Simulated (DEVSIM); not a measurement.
Structure: Cr/AlN/p-Ge capacitor, at 300 K.

```
layer (left to right)  material  thickness (nm)  Na (cm⁻³)
---------------------  --------  --------------  ---------
1                           AlN            10.0          -
2                            Ge            4700     1.6e16
```

Metal gate on the left, work function 4.5 eV. Fixed charge at the semiconductor interface 6e10 cm⁻² (in units of +e); no interface traps.

This is a model device: material constants are rounded textbook-type values typed into the input, and sizes, dopings and lifetimes were drawn at random. Values at 300 K; Nc and Nv go as T^1.5, mobilities as T to minus their exponent, the gap by Varshni's rule with the affinity fixed.

| parameter | AlN | Ge |
|---|---|---|
| gap (eV) | 6.1 | 0.664 |
| affinity (eV) | 1.9 | 4 |
| permittivity | 8.5 | 16 |
| Nc (cm⁻³) | - | 1.04e19 |
| Nv (cm⁻³) | - | 6e18 |
| Varshni α (eV/K) | - | 0.000477 |
| Varshni β (K) | - | 235 |

Simulated with DEVSIM: 1D Poisson equation in equilibrium, Boltzmann statistics, complete ionisation; no quantum confinement or tunnelling. Metal contacts follow the ideal Schottky-Mott rule: no Fermi-level pinning, no interface dipoles.

The temperature was swept, all else fixed.

| temperature (K) | minimum of the low-frequency capacitance (μF/cm²) | flat-band voltage (V) | threshold voltage (band bending 2φF) (V) |
|---|---|---|---|
| 250 | 0.0693 | -0.07 | 0.43 |
| 300 | 0.0812 | -0.02 | 0.39 |
| 350 | 0.102 | 0.03 | 0.34 |
| 400 | 0.140 | 0.08 | 0.30 |
| 450 | 0.203 | 0.13 | 0.25 |
| 500 | 0.285 | 0.17 | 0.22 |

From the first row to the last the minimum of the low-frequency capacitance goes from 0.0693 to 0.285. From the first row to the last the flat-band voltage goes from -0.07 to 0.17.
